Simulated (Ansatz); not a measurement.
TaAl (model structure, Pm-3m, No. 221, 2 atoms in the cell), treated with LDA in Ansatz (plane waves, PAW).

Settings: plane-wave cutoff 520 eV, 18×18×18 k mesh, Fermi–Dirac smearing 0.05 eV, scalar-relativistic PAW data made under PBE.

Cell (relaxed at this level):

```cif
data_AlTa
_chemical_formula_sum 'Ta1 Al1'
_space_group_name_H-M_alt 'P 1'
_space_group_IT_number 1
_cell_length_a 3.16968
_cell_length_b 3.16968
_cell_length_c 3.16968
_cell_angle_alpha 90.000
_cell_angle_beta 90.000
_cell_angle_gamma 90.000
loop_
_space_group_symop_operation_xyz
  'x, y, z'
loop_
_atom_site_label
_atom_site_type_symbol
_atom_site_fract_x
_atom_site_fract_y
_atom_site_fract_z
_atom_site_occupancy
Ta1 Ta 0.00000 0.00000 0.00000 1
Al1 Al 0.50000 0.50000 0.50000 1
```

Problem. What does this level give for the bulk modulus?

Solution. 
* **bulk modulus**: 170 GPa

The run finds no gap.

Note: the bulk modulus is −V dP/dV from two relaxed cells at ±2 % in volume; the relaxation could raise the start's symmetry but not lower it, so the cell can be a saddle point.

Spin–orbit coupling is not included.

Computed values are for the static lattice.

Computing time: very roughly 19 core-seconds.

A model structure was made by putting elements into a prototype or built by hand; it is no filed structure, need not be a known phase, and can be a saddle point held by its symmetry.

Ansatz is a quantum-chemistry and plane-wave program.
